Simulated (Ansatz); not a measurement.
An Ansatz (an electronic-structure program) input (PBE (Ansatz; PAW; 420 eV plane waves; without spin-orbit coupling)):

Ansatz 0.2 input:
```yaml
crystal:
  lattice:
    - [2.7355236573, 0, 0]
    - [1.3677618286, 2.3690329798, 0]
    - [0, 0, 4.2832470607]
  atoms:
    - { symbol: Ru, position: [0.6666666667, 0.6666666667, 0.75] }
    - { symbol: Ru, position: [0.3333333333, 0.3333333333, 0.25] }
basis: { ecutwfc: 420, ecutrho_ratio: 4, xc_grid: 2, fft_grid_basis: typed }
kpoints: { mp_grid: { grid: [24, 24, 14] } }
hamiltonian:
  xc: pbe
  dispersion: none
  pseudopotentials: { kind: paw }
scf: { occupations: { method: fermi_dirac, width: 0.1 } }
relax: { f_tol: 0.005, max_steps: 50, cell: { stress_tol: 0.01, fix: [a, b, gamma] } }
output: { forces: true, stress: true }
checkpoint: { write: state.ck, write_every: 1000 }
```

Which symmetry and how many k-points will the program report, and about how many plane waves at Γ?

Space group P63/mmc (ITA 194) with 24 operations, k-points 488 of 8064, and 537 plane waves at Γ.

And the final pressure?

-2.11 GPa (compression positive).

The cells carry an imposed strain or load. Whether these cells are dynamically stable was not tested. The final runs are not spin-polarised. The cell was made from Ru in the hcp (Mg type) structure (space group P6_3/mmc, No. 194) by this change: biaxial strain +0.50 %, plane normal [001], relaxed out of plane.
